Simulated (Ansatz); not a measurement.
The cell is built on a prototype and need not be the phase stable at ambient conditions.

By r2SCAN, the system below comes out a metal.

The ballistic (Sharvin) conductance counts the channels at the Fermi level: G/A = (e²/h) × channels of both spins per area.

Data:

```
CELL_PARAMETERS angstrom
      4.03660     0.00000     0.00000
      0.00000     4.03616     0.00000
      0.00000     0.00000    11.44190
ATOMIC_POSITIONS crystal
  Ga 0.75000 0.74999 0.12499
  Ga 0.25000 0.24999 0.37501
  Ga 0.25000 0.25001 0.87501
  Ga 0.75000 0.75001 0.62499
  Sb 0.75000 0.75002 0.87499
  Sb 0.25000 0.25002 0.62501
  Sb 0.25000 0.24998 0.12501
  Sb 0.75000 0.74998 0.37499
```

Space group of this cell: I4/mmm, rock salt. The cell was relaxed by PBE-D3(BJ); by r2SCAN its mean pressure is 0.9 GPa.

The current flows along the normal of the first two printed cell vectors. No spin-orbit coupling; the value is a mean over 0.1 eV about the Fermi level.

Problem. Estimate the ballistic conductance per area that r2SCAN (Ansatz, an electronic-structure program) returns for this system.

Solution. 0.95 × 10¹⁵ S/m² for both spins.
